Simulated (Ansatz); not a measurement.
**MgB2: isotropic strain −2.50 %**

Consider MgB2 (space group P6/mmm, No. 191; a = 3.0640 Å, c = 3.4977 Å; relaxed with 0.1 eV smearing).

One thing is altered: every lattice vector is shortened by 2.50 %; the atoms relax in the strained cell.

Computed with Ansatz (an electronic-structure program), PBEsol, PAW, cutoff 420 eV, no spin-orbit coupling. k-mesh 22×22×17 (Γ-centred); smearing 0.1 eV (Fermi–Dirac).

```json
[
 {"quantity": "volume per atom", "base": "9.48 Å³", "changed": "8.79 Å³", "shift": "-0.69 Å³"},
 {"quantity": "space group", "base": "P6/mmm (No. 191)", "changed": "P6/mmm (No. 191)", "shift": "–"},
 {"quantity": "shortest interatomic distance", "base": "1.769 Å", "changed": "1.725 Å", "shift": "-0.044 Å"},
 {"quantity": "energy relative to the base (free energy F)", "base": "0 meV/atom", "changed": "+28 meV/atom", "shift": "+28 meV/atom"},
 {"quantity": "pressure (mean of the normal stresses, compression positive)", "base": "0.0 GPa", "changed": "13.6 GPa", "shift": "+13.6 GPa"},
 {"quantity": "band gap", "base": "zero", "changed": "zero", "shift": "–"}
]
```

Final structure:

```
MgB2
1.0
    2.98742     0.00000     0.00000
   -1.49371     2.58718     0.00000
    0.00000     0.00000     3.41023
Mg B
1 2
Direct
  0.00000   0.00000   0.00000
  0.66667   0.33333   0.50000
  0.33333   0.66667   0.50000
```

Cost of the whole job for the changed cell (relaxation, final SCF and bands): roughly 19 core-seconds.

No phonon test of stability was made. All final runs are without spin polarisation.
